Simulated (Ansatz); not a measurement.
Start from ZrS2 in the CdI2 type structure (space group P-3m1, No. 164; a = 3.578 Å, c = 5.540 Å; layered, stacked along the Cartesian z axis).

It is then changed as follows: a free-standing slab of 3 layers (9 atoms, 3 a layer) is cut normal to the stacking axis, with 15 Å of vacuum and the in-plane cell relaxed.

Levels (all Ansatz, a first-principles code, PAW): PBEsol-D3(BJ) (420 eV, no spin-orbit coupling); PBEsol+SOC (420 eV, spin-orbit coupling included).

The geometry is relaxed with PBEsol-D3(BJ).

| Item | Result |
|---|---|
| PBEsol-D3(BJ) gap character | indirect, Γ → M |
| PBEsol-D3(BJ) valence-band top at Γ | 0.00, 0.00, -0.05 eV |
| PBEsol-D3(BJ) band gap | 0.76 eV |

Q: Predict the gap character, valence-band top at Γ and band gap from PBEsol+SOC.

A: The gap character remains indirect, Γ → M; the valence-band top at Γ (three highest Kramers pairs, from the VBM) goes from 0.00, 0.00, -0.05 eV to 0.00, -0.04, -0.08 eV; the band gap drops by 0.04 eV, from 0.76 eV to 0.72 eV.

Single points use the geometry relaxed with PBEsol-D3(BJ). Differences between runs with and without spin-orbit coupling are approximate. Whether these cells are dynamically stable was not tested. A zero or small gap of ZrS2 can be the functional's error rather than a property of the material.
